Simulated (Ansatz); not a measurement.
The starting structures come from a database of crystals and need not be the phases stable at ambient conditions.

 Where the default PAW files enter, the runs use the earlier of Ansatz's two default sets.

Inside the gap of an insulator the Bloch states are evanescent, with a wavenumber k + iκ along the transport direction.

Input:

```
Cd2SSe
1.0
    4.29765     0.00000     0.00000
   -2.14883     3.72187     0.00000
    0.00000     0.00000     7.00787
Cd Se S
2 1 1
Cartesian
  0.00000   0.00000   3.43547
  0.00000   2.48125   0.06756
  0.00000   2.48125   4.38517
  0.00000   0.00000   0.85762
```

Space group of this cell: P3m1. The cell is taken as given; by r2SCAN its mean pressure is -1.7 GPa.

Transport runs along the normal of the first two printed cell vectors, the (001) plane of the conventional cell.

The gap is the functional's own. No spin-orbit coupling. Mid-gap values are interpolated on the energy grid.

Task: Give the band gap and the smallest decay constant κ at mid-gap that r2SCAN run with Ansatz (a program for electronic structure) yields.

Result: Gap 1.15 eV on a 12×12×4 mesh; κ = 0.098 1/Å, at the zone centre.
